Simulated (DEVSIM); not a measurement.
System: GaP/Si p-n heterojunction, at 400 K.

| layer (left to right) | material | thickness (μm) | Nd (cm⁻³) | Na (cm⁻³) | τn (s) | τp (s) |
|---|---|---|---|---|---|---|
| 1 | GaP | 0.0640 | - | 7.9e17 | 1.6e-8 | 5.2e-7 |
| 2 | Si | 0.490 | 7.3e15 | - | 5.2e-7 | 5.2e-7 |

Left contact: ohmic. Right contact: ohmic. Voltage is applied to the left contact. Recombination: SRH at mid-gap. Mobility is μmin + (μ − μmin)/(1 + (N/Nref)^α).

This is a model device: material constants are rounded textbook-type values typed into the input, and sizes, dopings and lifetimes were drawn at random. Values at 300 K; Nc and Nv go as T^1.5, mobilities as T to minus their exponent, the gap by Varshni's rule with the affinity fixed.

```csv
parameter,GaP,Si
gap (eV),2.26,1.124
affinity (eV),3.8,4.05
permittivity,11.1,11.7
Nc (cm⁻³),1.8e19,2.86e19
Nv (cm⁻³),1.9e19,3.1e19
μn (cm²/Vs),250,1417
μp (cm²/Vs),150,470
"μn,min",10,52
"μp,min",10,45
"Nref,n",4.4e18,9.7e16
"Nref,p",1e18,2.2e17
αn,0.8,0.68
αp,0.85,0.72
T exponent of μn,1.6,2.3
T exponent of μp,1.98,2.2
Varshni α (eV/K),0.00058,0.000473
Varshni β (K),372,636
```

Simulated with DEVSIM: 1D drift-diffusion, Boltzmann statistics, complete ionisation; no tunnelling, impact ionisation, image-force lowering or self-heating. Band offsets follow the typed affinities; no thermionic-emission limit at abrupt steps, no polarisation charge.

Question: Tabulate band edges, carrier densities and field at 0.9 V on the left contact.

Answer: Energies count from the Fermi level of the right contact; mesh points crowd at the junctions.

| x (μm) | Ec (eV) | Ev (eV) | n (cm⁻³) | p (cm⁻³) | field (V/cm) |
|---|---|---|---|---|---|
| 0.000 | 1.193 | -1.024 | < 1e2 | 7.9e17 | -20 |
| 0.003226 | 1.193 | -1.024 | 2000 | 7.9e17 | -26 |
| 0.008772 | 1.193 | -1.024 | 5500 | 7.9e17 | -74 |
| 0.01697 | 1.193 | -1.025 | 11000 | 7.9e17 | -380 |
| 0.03571 | 1.186 | -1.032 | 27000 | 6.4e17 | -13000 |
| 0.04801 | 1.133 | -1.085 | 150000 | 1.4e17 | -90000 |
| 0.05632 | 1.017 | -1.200 | 4200000 | 4.8e15 | -190000 |
| 0.06251 | 0.874 | -1.343 | 2.7e8 | 4.9e13 | -270000 |
| 0.06533 | 0.554 | -0.542 | 4.6e12 | 2.9e18 | -180000 |
| 0.06958 | 0.503 | -0.593 | 2.0e13 | 6.5e17 | -86000 |
| 0.07745 | 0.455 | -0.641 | 8.0e13 | 1.6e17 | -45000 |
| 0.09679 | 0.397 | -0.699 | 4.3e14 | 3.0e16 | -21000 |
| 0.1225 | 0.357 | -0.740 | 1.4e15 | 9.2e15 | -12000 |
| 0.1658 | 0.321 | -0.775 | 3.9e15 | 3.2e15 | -5300 |
| 0.2782 | 0.298 | -0.798 | 7.7e15 | 1.2e15 | -430 |
| 0.3914 | 0.297 | -0.799 | 7.9e15 | 6.9e14 | 110 |
| 0.4593 | 0.298 | -0.798 | 7.7e15 | 4.1e14 | 170 |
| 0.5020 | 0.299 | -0.797 | 7.5e15 | 2.3e14 | 180 |
| 0.5301 | 0.300 | -0.797 | 7.4e15 | 1.0e14 | 190 |
| 0.5424 | 0.300 | -0.797 | 7.3e15 | 5.1e13 | 190 |
| 0.5491 | 0.300 | -0.796 | 7.3e15 | 2.1e13 | 190 |
| 0.5540 | 0.300 | -0.796 | 7.3e15 | 4.4e9 | 190 |
